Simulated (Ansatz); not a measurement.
Given:

```
SnS2
1.0
    3.60442     0.00000     0.00000
   -1.80221     3.12152     0.00000
    0.00000     0.00000     5.40258
Sn S
1 2
Direct
  0.00000   0.00000   0.00000
  0.33333   0.66667   0.27259
  0.66667   0.33333   0.72741
```

Computed with PBEsol+D3BJ with spin-orbit coupling, rigid bands (plane waves, PAW; Ansatz, an electronic-structure program). Condition of this run: hydrostatic pressure 2 GPa (the target of the relaxation). How the cell was made: cell and atoms relaxed with PBEsol+d3bj, then loaded as said.

Problem. What conductivity effective mass do dilute electrons have at 300 K?

Solution. 0.33 (x), 0.33 (y), 0.25 (z) mₑ.

Problem. What conductivity effective mass do dilute holes have at 300 K?

Solution. 1.98 (x), 1.98 (y), 0.24 (z) mₑ.

Problem. And the band gap?

Solution. 0.77 eV at this level; semilocal functionals usually fall short of the measured gap.

Rigid bands, one relaxation time for all states, no polarons. Geometry: cell and atoms relaxed with PBEsol+D3(BJ).

PBEsol with a dispersion correction tends to overbind, so the cell can be several per cent short, in bad cases over ten, which usually narrows a gap: SnS2 under load (space group P-3m1).
